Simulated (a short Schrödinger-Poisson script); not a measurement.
From a short Schrödinger-Poisson script (our own, NumPy): 1D Poisson equation in equilibrium, electrons quantum, Hartree (BenDaniel-Duke, 40 states a valley, the channel's in-plane mass for all, wave functions free to enter the barrier), parabolic valleys, classical holes, full ionisation, no traps, pinning or gate leakage.

System: gated In0.52Al0.48As/In0.53Ga0.47As δ-doped gas in a quantum well, at 77 K.

From the gate side: 15 nm In0.52Al0.48As; 2 nm In0.52Al0.48As; 8 nm In0.53Ga0.47As; 4000 nm In0.52Al0.48As, acceptors 1e15 cm⁻³.

Constants are typed, rounded textbook-type inputs, not results; the design itself was drawn at random and stands for no fabricated device. In0.52Al0.48As: permittivity 12.5, conduction-band edge (eV) 0.52, gap (eV) 1.45, electron mass (mₑ) 0.075, Nv at 300 K (cm⁻³) 1.1e19. In0.53Ga0.47As: permittivity 13.9, conduction-band edge (eV) 0, gap (eV) 0.74, Nv at 300 K (cm⁻³) 7.7e18.

Channel valleys (confinement mass, in-plane density-of-states mass, number): Γ 0.041, 0.041, 1. At the gate the conduction-band edge of layer 1 lies 0.65 eV − eVg above the Fermi level of the channel; the field vanishes at the back. Sheet of ionised δ-doping: +4.1e12 e/cm² at 15 nm from the gate. The barrier under the gate holds no holes. Gaps are held at their typed values at every temperature. Mesh 0.08 nm at interfaces.

Give the lowest subband against the Fermi level at Vg = 0.4 V (meV); the sheet density of all electrons at Vg = -0.6 V (cm⁻²); the capacitance at Vg = 0.4 V (μF/cm²).

lowest subband against the Fermi level at Vg = 0.4 V (meV): -185; sheet density of all electrons at Vg = -0.6 V (cm⁻²): 1.75e11; capacitance at Vg = 0.4 V (μF/cm²): 0.502. Above a few 1e12 electrons/cm² a light Γ valley is non-parabolic and upper valleys begin to fill, which the model leaves out.
